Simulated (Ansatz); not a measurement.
Reference: GaAs (F-43m), PBEsol with spin-orbit coupling, rigid bands (plane waves, PAW; Ansatz, a quantum-chemistry and plane-wave program); axes and stresses refer to this cell.

```yaml
crystal:
  lattice:
    - [0.00000, 2.82935, 2.82935]
    - [2.82935, 0.00000, 2.82935]
    - [2.82935, 2.82935, 0.00000]
  atoms:
    - { symbol: Ga, position: [0.00000, 0.00000, 0.00000] }
    - { symbol: As, position: [0.25000, 0.25000, 0.25000] }
```

- band gap: 0.32 eV
- hole conductivity mass: 0.41 mₑ
- Seebeck coefficient, p-type 1e19 cm⁻³: 241 μV/K

### Question
After one change the values are band gap 0.29 eV; hole conductivity mass 0.21 mₑ; Seebeck coefficient, p-type 1e19 cm⁻³ 180 μV/K. What was changed between the two runs?
A) uniaxial stress along [111] of 1 GPa (compression positive)
B) uniaxial stress along [111] of -1 GPa (compression positive)
C) biaxial stress xx = yy = 2 GPa (compression positive)
D) uniaxial stress zz = 2 GPa (compression positive)

### Answer
D, uniaxial stress zz = 2 GPa (compression positive)

Masses are for dilute carriers at 300 K, harmonic means over directions unless an axis is named. Seebeck coefficients are for the stated density at 300 K, with one relaxation time for all states and whether or not that doping can be reached. Stresses and pressures are the targets of the relaxation.  The structure type is held under load, also where the real crystal would transform.
